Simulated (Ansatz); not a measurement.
The reference is a 16-atom supercell of KBr in the rock salt structure (space group Fm-3m, No. 225; a = 6.705 Å) at its relaxed geometry.

Calculations: DFT with PBE, PAW potentials and a 420 eV plane-wave cutoff in Ansatz (a quantum-chemistry and plane-wave program), no SOC.

One neutral defect a cell, atoms relaxed at fixed cell.

One change was made to it. Results:

The largest displacement of a host atom from its site in the perfect cell comes out as 0.53 Å; the pressure goes from zero to 1.2 GPa.

Name the change that was made.
A. Cl on a Br site
B. Br vacancy
C. Br on a K site (antisite), symmetric start
D. K on a Br site (antisite)

D, K on a Br site (antisite). For comparison, the largest displacement of a host atom from its site in the perfect cell in the other runs: Br on a K site (antisite), symmetric start gives 0.07 Å; Br vacancy gives 0.04 Å; Cl on a Br site gives 0.05 Å.

The magnetic state is the one reached from the starting moments; the real material's order can differ, and small cells can't hold many antiferromagnetic ones. In so small a cell the defect repeats every few ångströms: this is an ordered compound, not a dilute defect. The mesh was chosen for an insulator and is coarse for the gapless case. Defects with a symmetric start kept the site's symmetry and may sit on a saddle; the others started slightly shaken. Seeded moments were not kept for K on a Br site (antisite), Br vacancy and Cl on a Br site.
